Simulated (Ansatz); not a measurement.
## Si: biaxial strain −1.74 %, plane normal [001], relaxed out of plane

Start from Si in the diamond structure (space group Fd-3m, No. 227; a = 5.444 Å). Axes: x, y, z lie along the cube axes.

It is then changed as follows: biaxial strain −1.74 %, plane normal [001], relaxed out of plane (Cartesian); in-plane vectors clamped, the third vector and the atoms free.

The values are results of Ansatz (a program for electronic structure), r2SCAN, PAW, cutoff 500 eV, no SOC, earlier PAW set, not measurements. Γ-centred 10×10×10 mesh, Fermi–Dirac width 0.05 eV.

- Volume per atom: 19.72 Å³ (base 20.17 Å³)
- Space group: I4_1/amd (No. 141) (base Fd-3m (No. 227))
- Shortest interatomic distance: 2.340 Å (base 2.357 Å)
- Energy relative to the base (free energy F): +7.2 meV/atom
- Pressure (mean of the normal stresses, compression positive): 2.25 GPa (base 0.00 GPa)
- Band gap: 0.56 eV (base 0.78 eV)
- Gap character: indirect, Γ → Γ–X (87 % along)
- Smallest direct gap: 2.63 eV (base 2.74 eV)
- Electron mass: 0.89 mₑ along k, 0.19 mₑ across (off the special points) (base 0.91 mₑ along k, 0.19 mₑ across (off the special points))
- Valence-band top at Γ (three highest levels, from the VBM): 0.00, 0.00, -0.24 eV (base 0.00, 0.00, 0.00 eV)
- Valley order (the lowest conduction-band minima on the path, energy above the VBM, named in the base's zone): a point along [100], about 1.0 Å⁻¹ from Γ 0.56 eV; a point along [001], about 1.0 Å⁻¹ from Γ 0.85 eV; L along [1-1-1] 1.80 eV (base a point along ⟨100⟩, about 1.0 Å⁻¹ from Γ 0.78 eV; L along ⟨111⟩ 1.84 eV)
- Out-of-plane strain: +1.27 %
- Ratio −ε⊥/ε∥: 0.73
- Mean in-plane stress (compression positive): +3.4 GPa

Final structure (turned so that z lies along the plane normal):

```
CELL_PARAMETERS angstrom
      3.78255     0.00000     0.00000
      0.00000     3.78255     0.00000
      1.89127    -1.89127     2.75661
ATOMIC_POSITIONS crystal
  Si 0.50000 0.50000 0.00000
  Si 0.25000 0.25000 0.50000
```

Masses are band curvatures over ±0.01 Å⁻¹ around the edge. Along k means along the line from Γ to the band edge. Whether these cells are dynamically stable was not tested. k-point labels follow each cell's own Brillouin zone.
